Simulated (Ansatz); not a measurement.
# A computed series for hypothetical R-3m LuAgSe2: response to strain

The reference is LuAgSe₂ (space group R-3m, No. 166; a = 4.035 Å, c = 18.981 Å (hexagonal axes); a hypothetical phase, not in the database extracts checked). Axes: x lies along a and z along c of the hexagonal cell.

Strains are applied to the cell and any free atomic positions relax; under biaxial strain the out-of-plane vector relaxes too.

Calculations: Ansatz (an electronic-structure program) PBEsol, no spin-orbit coupling.

Notes on the quantities. pressure: mean of the normal stresses, compression positive.

```csv
case,gap character,pressure,space group,band gap,volume per atom
base,"indirect, T → F",0.00 GPa,R-3m (No. 166),1.49 eV,22.30 Å³
"biaxial strain −0.85 %, plane normal [001], relaxed out of plane","indirect, T → F",0.60 GPa,R-3m (No. 166),1.37 eV,22.17 Å³
isotropic strain −3.89 %,"indirect, T → F",11.46 GPa,R-3m (No. 166),1.08 eV,19.80 Å³
isotropic strain −0.87 %,"indirect, T → F",2.02 GPa,R-3m (No. 166),1.40 eV,21.73 Å³
isotropic strain +4.27 %,"indirect, Γ–S₀ (31 % along) → Γ",-6.60 GPa,R-3m (No. 166),1.18 eV,25.29 Å³
uniaxial strain ε_yy = −5.10 %,"indirect, A → L₂",4.61 GPa,C2/m (No. 12),0.98 eV,21.17 Å³
uniaxial strain ε_yy = −4.25 %,"indirect, A → L₂",3.73 GPa,C2/m (No. 12),1.06 eV,21.36 Å³
tensor shear ε_xy = +2.22 %,"indirect, Y → T",0.10 GPa,P-1 (No. 2),1.26 eV,22.29 Å³
tensor shear ε_yz = −0.14 %,"indirect, A → L₂",0.00 GPa,C2/m (No. 12),1.48 eV,22.30 Å³
tensor shear ε_xy = +1.45 %,"indirect, X → V",0.04 GPa,P-1 (No. 2),1.34 eV,22.30 Å³
```

Whether these cells are dynamically stable was not tested. Labels are those of the standard path for the cell's own space group.
